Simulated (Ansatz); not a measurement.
Take HfO₂ in the fluorite structure (space group Fm-3m, No. 225; a = 5.044 Å) as the base.

All numbers come from PBEsol (Ansatz, a quantum-chemistry and plane-wave program; PAW; 420 eV plane waves; no SOC).

Base values:

| Item | Result |
|---|---|
| Electron mass | 1.1 mₑ along k, 0.70 mₑ across (at X) |
| Band gap | 3.69 eV |
| Pressure | 0.00 GPa |
| Width of the top valence band | 1.88 eV |

One thing is altered: every lattice vector is shortened by 1.00 %, atoms relaxed at fixed cell.

Problem. Predict the new electron mass.

Solution. The electron mass changes from 1.1 mₑ along k, 0.70 mₑ across (at X) to 1.1 mₑ along k, 0.69 mₑ across (at X).

Problem. Predict the new band gap.

Solution. The band gap goes up by 0.066 eV (3.69 eV → 3.75 eV).

Problem. Estimate the effect on the energy relative to the base.

Solution. The energy rises by 8.2 meV/atom.

Problem. What does the calculation give for the pressure after the change?

Solution. The pressure goes from zero to 8.50 GPa.

Problem. What happens to the width of the top valence band?

Solution. The width of the top valence band rises by 0.04 eV (1.88 eV → 1.92 eV).

With Hf present, leaving out spin-orbit coupling can change the band edges. The cells carry an imposed strain or load. Effective masses come from finite differences of ±0.01 Å⁻¹. Along k means along the line from Γ to the band edge. No phonon test of stability was made. This is not the structure that HfO2 has at room temperature and ambient pressure.
